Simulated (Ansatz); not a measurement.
The reference is CdSe in the zinc blende structure (space group F-43m, No. 216).

```xyz
2
Lattice="0.0000 3.0408 3.0408 3.0408 0.0000 3.0408 3.0408 3.0408 0.0000" Properties=species:S:1:pos:R:3 pbc="T T T"
Cd     0.0000     0.0000     0.0000
Se     1.5204     1.5204     1.5204
```

Cartesian axes are those of the cell as printed.

The values are results of PBEsol (Ansatz, a first-principles code), without spin-orbit coupling, not measurements.

Now apply this change: the cell is scaled by 0.9850 in all directions, atoms relaxed at fixed cell.

### Question
Predict the stress tensor and what it implies for the stiffness.

### Answer
Stress of the strained cell less that of the base (GPa, compression positive):
```
   2.63    0.00    0.00
   0.00    2.63    0.00
   0.00    0.00    2.63
```

Then B = −ΔP/(ΔV/V₀) with ΔV/V₀ = -0.0443 gives secant stiffness values (nonlinear terms included at this strain): B ≈ 59 GPa.

As a check, the harmonic strain energy −½ V₀ Δσ:ε is 10 meV/atom; the computed energy rise is 9.8 meV/atom.

Stability against distortions was not tested.
